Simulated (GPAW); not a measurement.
GPAW run on GaCuSeS (I2_12_12_1, 8 atoms in the cell): self-consistent single point.

Computed with LDA (Perdew-Wang 92), GPAW PAW datasets LDA (gpaw-data 1.0.1) (plane waves; GPAW).

```yaml
crystal:
  lattice:
    - [-2.73550, 2.73909, 5.43389]
    - [2.73550, -2.73909, 5.43389]
    - [2.73550, 2.73909, -5.43389]
  atoms:
    - { symbol: Ga, position: [0.13037, 0.88037, 0.25000] }
    - { symbol: Ga, position: [0.36963, 0.61963, 0.75000] }
    - { symbol: Cu, position: [0.63620, 0.38620, 0.25000] }
    - { symbol: Cu, position: [0.86380, 0.11380, 0.75000] }
    - { symbol: Se, position: [0.25000, 0.49201, 0.24201] }
    - { symbol: Se, position: [0.75000, 0.00799, 0.25799] }
    - { symbol: S, position: [0.49942, 0.25000, 0.74942] }
    - { symbol: S, position: [0.00058, 0.75000, 0.75058] }
```

Reference input (self-consistent single point, DFT PBEsol, plane waves, GPAW PAW datasets PBEsol (made by gpaw-setup)): mode = pw; ecut = 800 eV; xc = PBEsol; kpts = 3 3 3; mesh shift (steps) = 0 0 0; occupations.name = fermi-dirac; occupations.width = 0.02 eV; nbands = -4; convergence.bands = -2; symmetry.symmorphic = false; symmetry.tolerance = 0.0005; maxiter = 120. This run's input differs from it in these lines:

```diff
@@ -19,3 +19,3 @@
 calc = GPAW(mode=PW(800),
-            xc='PBEsol',
+            xc='LDA',
             kpts=(3, 3, 3),
```

Its files differ too (potentials: GPAW PAW datasets LDA (gpaw-data 1.0.1)).

Output (repeated stretches shortened):

```
     iter     time        total  log10-change:
                         energy   eigst   dens
iter:   1 --:--:--   -39.810002   +0.73
iter:   2 --:--:--   -39.584671   -0.54  -1.17
iter:   3 --:--:--   -38.943248   -1.12  -1.18
iter:   4 --:--:--   -38.600743   -1.31  -1.22
iter:   5 --:--:--   -38.519402   -0.99  -1.33
iter:   6 --:--:--   -38.819582   -1.51  -1.73
iter:   7 --:--:--   -38.400892   -0.98  -1.73
iter:   8 --:--:--   -38.377268   -1.79  -1.97
iter:   9 --:--:--   -38.378853c  -2.59  -2.52
iter:  10 --:--:--   -38.397764c  -2.34  -2.50
iter:  11 --:--:--   -38.402551c  -2.90  -2.32
iter:  12 --:--:--   -38.388292c  -3.19  -2.37
iter:  13 --:--:--   -38.381438c  -3.25  -2.60
   [... 6 lines left out ...]
iter:  20 --:--:--   -38.375499c  -3.75  -3.49
iter:  21 --:--:--   -38.375193c  -4.46  -3.44
iter:  22 --:--:--   -38.375266c  -4.49  -3.78
iter:  23 --:--:--   -38.375200c  -4.64  -3.66
iter:  24 --:--:--   -38.375194c  -6.49  -4.12c
iter:  25 --:--:--   -38.375194c  -7.25  -4.21c
iter:  26 --:--:--   -38.375202c  -5.96  -4.19c
iter:  27 --:--:--   -38.375199c  -7.17  -4.06c
iter:  28 --:--:--   -38.375193c  -5.92  -4.13c
iter:  29 --:--:--   -38.375193c  -7.16  -4.51c
iter:  30 --:--:--   -38.375193c  -7.61c -4.63c
Converged after 30 iterations.

Dipole moment: (-0.673783, -0.541669, -1.795548) |e|*Ang

Energy contributions relative to reference atoms: (reference = -349201.821468)

Kinetic:        +36.015809
Potential:      -36.143204
External:        +0.000000
XC:             -38.612984
Entropy (-ST):   -0.000010
Local:           +0.365191
SIC:             +0.000000
--------------------------
Free energy:    -38.375198
Extrapolated:   -38.375193

Showing only first 2 kpts
 Kpt  Band  Eigenvalues  Occupancy
  0    24      4.96031    1.99998
  0    25      5.03347    1.99930
  0    26      5.35120    0.00072
  0    27      7.00508    0.00000

  1    24      4.35544    2.00000
  1    25      4.36320    2.00000
  1    26      7.00983    0.00000
  1    27      7.50946    0.00000

Fermi level: 5.19261

Gap: 0.318 eV
Transition (v -> c):
   [... lines left out ...]
  2 Cu    0.00000    0.00000    0.06849
  3 Cu    0.00000    0.00000   -0.06849
  4 Se   -0.17236    0.00000    0.00000
  5 Se    0.17236    0.00000    0.00000
  6 S     0.00000    0.23017    0.00000
  7 S     0.00000   -0.23017    0.00000

Stress tensor:
     0.023240    -0.000000    -0.000000
    -0.000000     0.023083    -0.000000
    -0.000000    -0.000000     0.023025
Stress (GPa, Voigt): [ 3.7235  3.6983  3.689  -0.     -0.     -0.    ]
```

The run converged in 30 iterations. GPAW prints stress with tension positive. Against the reference run the pressure goes from -1.07 to -3.70 GPa, the largest force goes from 0.169 to 0.230 eV/Å and the gap on the mesh goes from 0.381 to 0.318 eV.

The starting cell comes from a database of computed structures (which also holds hypothetical and non-ambient phases and stackings), without a prior relaxation at this level. With a pressure of about -4 GPa the cell is away from its equilibrium volume at this level.

Cost on one core of a shared machine: roughly 70 s.
